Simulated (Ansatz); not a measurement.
A relaxation of cell and atoms of VBiO4 (I4_1/a, 12 atoms in the cell) with Ansatz (a program for electronic structure).

Level of theory: PBE, PAW files (plane waves; Ansatz).

```
CELL_PARAMETERS angstrom
     -2.58001     2.58001     5.83896
      2.58001    -2.58001     5.83896
      2.58001     2.58001    -5.83896
ATOMIC_POSITIONS crystal
  V  0.50000 0.50000 0.00000
  V  0.25000 0.75000 0.50000
  Bi 0.00000 0.00000 0.00000
  Bi 0.75000 0.25000 0.50000
  O  0.17085 0.56190 0.89101
  O  0.31190 0.92089 0.89105
  O  0.67089 0.27984 0.10899
  O  0.02984 0.42085 0.10895
  O  0.57915 0.68810 0.60899
  O  0.43810 0.32911 0.60895
  O  0.07911 0.97016 0.39101
  O  0.72016 0.82915 0.39105
```

Reference input (self-consistent single point, DFT, PBE, plane waves, PAW files): basis.ecutwfc = 420 eV; kpoints.mp_grid.grid = 6 6 6; hamiltonian.xc = pbe; hamiltonian.pseudopotentials = {kind: paw} (the program's default PAW files); scf.occupations.method = fixed. This run's input differs from it in these lines:

Ansatz 0.2 input:
```diff
@@ -19,3 +19,3 @@
 basis:
-  ecutwfc: 420.0 eV
+  ecutwfc: 590.0 eV
 kpoints:
@@ -31,2 +31,4 @@
     method: fixed
+relax:
+  cell: {}
 output:
```

The program printed (abridged):

```
   [... SCF lines of the steps left out ...]
relax step   1: F+E_penalty+E_count = -35166.58174452 eV  Δ(F+E_penalty+E_count) = +0.000e0 eV  max|allowed force component| = 3.064e-1 eV/Å  Δτ_max = 0.0000 Å  P = +0.054 GPa  Ω = 155.467 Å³  (10 SCF iters, dr2 threshold 1.00e-7 eV, accepted)
relax step   2: F+E_penalty+E_count = -35166.59526517 eV  Δ(F+E_penalty+E_count) = -1.352e-2 eV  max|allowed force component| = 3.112e-2 eV/Å  Δτ_max = 0.0209 Å  P = -1.892 GPa  Ω = 159.379 Å³  energy of the carried Pulay correction = -5.647e-4 eV  [...]
   [... lines left out ...]
relax step   5: F+E_penalty+E_count = -35166.60918378 eV  Δ(F+E_penalty+E_count) = -8.748e-5 eV  max|allowed force component| = 2.000e-3 eV/Å  Δτ_max = 0.0022 Å  P = +0.002 GPa  Ω = 157.163 Å³  energy of the carried Pulay correction = -2.466e-4 eV  [...]
relax step   6: F+E_penalty+E_count = -35166.60944672 eV  Δ(F+E_penalty+E_count) = -2.629e-4 eV  max|allowed force component| = 1.964e-3 eV/Å  Δτ_max = 0.0000 Å  P = +0.003 GPa  Ω = 157.163 Å³  stress off target by 2.59e-2 GPa  SCF on the basis [...]
basis re-selected at this cell: Δ(F+E_penalty+E_count) = -2.629e-4 eV, ΔP = +0.001 GPa vs the last step
the relaxation is at rest under the 8 symmetry operations that the run kept from its start: a minimum is not shown …
Free energy (F): -35166.609447 eV
Internal energy: -35166.609447 eV  (E = F + TS)
E sigma→0 (E₀):  -35166.609447 eV
Fermi energy:    8.279295 eV
--- Forces (eV/Å), atoms counted from 1 ---
  atom   1  V      0.00000000     0.00000000     0.00000000
  atom   2  V      0.00000000     0.00000000     0.00000000
   [... lines left out ...]
  cell:  # Å, volume = 157.1631 Å³
   [... lines left out ...]
    - { symbol: O, position: [0.5772323990410766, 0.6898708061358196, 0.6108654998218055] }
    - { symbol: O, position: [0.43987080613581947, 0.32900530631401403, 0.612638407094743] }
    - { symbol: O, position: [0.079005306314014, 0.9663668992192709, 0.3891345001781944] }
    - { symbol: O, position: [0.7163668992192709, 0.8272323990410764, 0.38736159290525674] }
```

The run converged. 

Summary of the result:
| Item | Value |
|---|---|
| Free energy E − TS (on the zero of these files) | -35166.6094 eV |
| Top of the valence band (on the code's own zero) | 8.28 eV |
| Gap on the k-point mesh | 2.25 eV |
| Pressure | 0.00 GPa |
| Largest force (vector length) | 0.003 eV/Å |
| Final cell | a = b = c = 6.929 Å, α = β = 136.22°, γ = 63.64° |
| Final volume per atom | 13.10 Å³ |
| Relaxation steps | 6 |

The starting cell comes from a database of computed structures (which also holds hypothetical and non-ambient phases and stackings), without a prior relaxation at this level. Its lattice was rescaled by a random factor within 2.5 % of one. Spin-orbit coupling is off. The relaxation keeps the symmetry of its start, so its end need not be a minimum. Ansatz's pressure includes its estimate of the finite-basis (Pulay) stress.

Cost on one core of a shared machine: roughly 3 min.
